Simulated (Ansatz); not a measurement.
CdTe (F-43m), r2SCAN with spin-orbit coupling, rigid bands in Ansatz (a first-principles code): N_v = 1.86e19 cm⁻³ at 300 K and a hole conductivity mass of 0.540 mₑ.

### Question
For 1e17 holes per cm³ at 300 K, place the Fermi level, estimate the Seebeck coefficient of a parabolic band with constant τ, and give mobility and conductivity for τ = 20 fs.

### Answer
The level lies k_BT ln(N_v/p) = 0.135 eV above the valence-band maximum. S ≈ +(k_B/e)[ln(N_v/p) + 5/2] = 666 μV/K, against 664 μV/K from the full bands (mean over directions). μ = eτ/m = 65.1 cm²/(V·s) and σ = peμ = 1.04 S/cm. τ is assumed, not computed.

Band transport and this doping are assumed; polarons and phonon drag are left out. Geometry: cell and atoms relaxed with PBEsol.
